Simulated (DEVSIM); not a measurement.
System: abrupt GaP p-n junction, at 300 K.

| layer (left to right) | material | thickness (μm) | Nd (cm⁻³) | Na (cm⁻³) | τn (s) | τp (s) |
|---|---|---|---|---|---|---|
| 1 | GaP | 54.0 | - | 3.6e15 | 1e-6 | 1e-6 |
| 2 | GaP | 4.50 | 1.7e16 | - | 1e-6 | 1e-6 |

Left contact: ohmic. Right contact: ohmic. Voltage is applied to the left contact. Recombination: SRH at mid-gap, radiative, Auger. Mobility is constant in doping.

The device is made up for the run: typed textbook-type constants, with dimensions and the other settings drawn at random. Values at 300 K.

```csv
parameter,GaP
gap (eV),2.26
affinity (eV),3.8
permittivity,11.1
Nc (cm⁻³),1.8e19
Nv (cm⁻³),1.9e19
μn (cm²/Vs),250
μp (cm²/Vs),150
B (cm³/s),1e-13
Cn (cm⁶/s),1e-30
Cp (cm⁶/s),1e-30
```

DEVSIM, 1D drift-diffusion, Boltzmann statistics, complete ionisation; no tunnelling, impact ionisation, image-force lowering or self-heating.

Give the small-signal capacitance in reverse bias (quasi-static).


```json
[
 {"V (V)": "-0.04", "C (nF/cm²)": "11.3"},
 {"V (V)": "-0.1", "C (nF/cm²)": "11.1"},
 {"V (V)": "-0.2", "C (nF/cm²)": "10.8"},
 {"V (V)": "-0.3", "C (nF/cm²)": "10.5"},
 {"V (V)": "-0.4", "C (nF/cm²)": "10.3"},
 {"V (V)": "-0.6", "C (nF/cm²)": "9.86"},
 {"V (V)": "-0.8", "C (nF/cm²)": "9.47"},
 {"V (V)": "-1", "C (nF/cm²)": "9.13"},
 {"V (V)": "-1.3", "C (nF/cm²)": "8.68"},
 {"V (V)": "-1.6", "C (nF/cm²)": "8.29"},
 {"V (V)": "-2", "C (nF/cm²)": "7.84"}
]
```
